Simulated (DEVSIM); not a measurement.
Device: Ru/AlN/n-In0.53Ga0.47As capacitor, at 300 K.

```csv
layer (left to right),material,thickness (nm),Nd (cm⁻³)
1,AlN,8.80,-
2,In0.53Ga0.47As,2400,5.4e16
```

Metal gate on the left, work function 4.7 eV. Fixed charge at the semiconductor interface -1.3e10 cm⁻² (in units of +e); no interface traps.

The device is made up for the run: typed textbook-type constants, with dimensions and the other settings drawn at random. Values at 300 K.

| parameter | AlN | In0.53Ga0.47As |
|---|---|---|
| gap (eV) | 6.1 | 0.74 |
| affinity (eV) | 1.9 | 4.51 |
| permittivity | 8.5 | 13.9 |
| Nc (cm⁻³) | - | 2.1e17 |
| Nv (cm⁻³) | - | 7.7e18 |

Model (solved in DEVSIM): 1D Poisson equation in equilibrium, Boltzmann statistics, complete ionisation; no quantum confinement or tunnelling. Metal contacts follow the ideal Schottky-Mott rule: no Fermi-level pinning, no interface dipoles.

Tabulate band edges, carrier densities and field at -0.3 V on the gate.

Energies count from the Fermi level of the right contact; mesh points crowd at the junctions.

```tsv
x (μm)	Ec (eV)	Ev (eV)	n (cm⁻³)	p (cm⁻³)	field (V/cm)
0.000	3.100	-3.000	< 1e2	< 1e2	-110000
0.001224	3.087	-3.013	< 1e2	< 1e2	-110000
0.003267	3.064	-3.036	< 1e2	< 1e2	-110000
0.006157	3.033	-3.067	< 1e2	< 1e2	-110000
0.008379	3.009	-3.091	< 1e2	< 1e2	-110000
0.009382	0.390	-0.350	5.9e10	1.0e13	-68000
0.01144	0.376	-0.364	1.0e11	6.0e12	-67000
0.01813	0.333	-0.407	5.3e11	1.1e12	-62000
0.02975	0.266	-0.474	7.1e12	8.4e10	-54000
0.05582	0.150	-0.590	6.4e14	9.4e8	-35000
0.1091	0.049	-0.691	3.2e16	1.9e7	-6500
0.2880	0.035	-0.705	5.4e16	1.1e7	≈ 0
0.6186	0.035	-0.705	5.4e16	1.1e7	≈ 0
1.288	0.035	-0.705	5.4e16	1.1e7	≈ 0
2.004	0.035	-0.705	5.4e16	1.1e7	≈ 0
2.224	0.035	-0.705	5.4e16	1.1e7	≈ 0
2.321	0.035	-0.705	5.4e16	1.1e7	≈ 0
2.369	0.035	-0.705	5.4e16	1.1e7	≈ 0
2.395	0.035	-0.705	5.4e16	1.1e7	≈ 0
2.403	0.035	-0.705	5.4e16	1.1e7	≈ 0
2.407	0.035	-0.705	5.4e16	1.1e7	≈ 0
2.409	0.035	-0.705	5.4e16	1.1e7	≈ 0
```
